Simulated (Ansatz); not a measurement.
Base system: Pt in the fcc (Cu type) structure (space group Fm-3m, No. 225; a = 3.972 Å; relaxed with 0.1 eV smearing).

Calculations: plane-wave PAW DFT at the PBE level (Ansatz, an electronic-structure program, 420 eV), scalar-relativistic without spin-orbit coupling.

For the base:

```
Property    Value
--------  -------
Pressure  0.0 GPa
```

The change: every lattice vector is stretched by 2.50 %; the atoms relax in the strained cell.

Q: What happens to the pressure and energy relative to the base?

A: The pressure goes from zero to -14.9 GPa; the energy rises by 61 meV/atom.

Whether these cells are dynamically stable was not tested. The final runs are not spin-polarised. Pt lies near a magnetic instability that expansion can trigger; it was not tested.
